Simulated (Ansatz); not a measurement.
## WSe2: biaxial strain +1.20 %, plane normal [001], relaxed out of plane

The reference is WSe2 (space group P6_3/mmc, No. 194; a = 3.2790 Å, c = 12.7862 Å; layered, stacked along the Cartesian z axis). Axes: x lies along a and z along c of the hexagonal cell.

Perturbation: tensile biaxial strain of 1.20 % in the plane normal to [001], as in epitaxy on a mismatched substrate; the out-of-plane cell vector and the atoms relax.

The values are results of Ansatz (a first-principles code), PBE-D3(BJ), PAW, cutoff 420 eV, no spin-orbit coupling, not measurements. Γ-centred 12×12×3 mesh, Fermi–Dirac width 0.05 eV.

The volume per atom rises by 0.39 Å³ to 20.23 Å³ and the space group stays P6_3/mmc (No. 194). The shortest interatomic distance grows by 0.007 Å, from 2.534 Å to 2.541 Å and the band gap decreases by 0.01 eV (0.87 eV → 0.86 eV). The gap character is still indirect, Γ → K–Γ (47 % along) and the smallest direct gap drops by 0.15 eV to 1.42 eV. The width of the top valence band increases by 0.044 eV (1.52 eV → 1.57 eV) and the valence-band top at Γ (three highest levels, from the VBM) becomes 0.00, -0.90, -1.11 eV (base: 0.00, -0.96, -1.20 eV). The out-of-plane strain comes out as -0.45 % and the ratio −ε⊥/ε∥ is 0.38. The mean in-plane stress (compression positive) comes out as -2.7 GPa.

Spin-orbit coupling, missing from the scalar runs, can matter with W. Stability against distortions was not tested.
